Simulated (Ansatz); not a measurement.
Results of LDA (Ansatz, an electronic-structure program, plane waves, PAW) for CsCl-type FeAl.

Numerical settings: plane-wave cutoff 520 eV, 18×18×18 k mesh, Fermi–Dirac smearing 0.05 eV, no spin polarisation, scalar-relativistic PAW data made under PBE.

Results at a series of volumes:

| V (Å³/atom) | E − E_lowest (meV/atom) | P (GPa) |
|---|---|---|
| 10.446 | 28.80 | 14.60 |
| 10.668 | 12.34 | 9.22 |
| 10.890 | 2.98 | 4.37 |
| 11.112 | 0.00 | 0.00 |
| 11.335 | 2.78 | -3.94 |
| 11.557 | 10.74 | -7.48 |
| 11.779 | 23.37 | -10.68 |

Task: What bulk modulus B0 and pressure derivative B′ does a third-order Birch–Murnaghan fit give?

Result: V0 = 11.112 Å³/atom, B0 = 207 GPa, B′ = 4.2 (fit to the energies at full precision).

Measured, for comparison: bulk modulus 152 GPa (room temperature, no zero-point or thermal correction; as tabulated in Yamada et al. (2019), arXiv:1910.09660); equilibrium volume per atom 12.32 Å³/atom (room temperature, no zero-point or thermal correction; as tabulated in Liu et al. (2023), doi:10.1107/s2414314623010659). Computed (rounded) less measured: bulk modulus +36 %, equilibrium volume per atom -9.8 %.

The result took roughly 50 core-seconds.
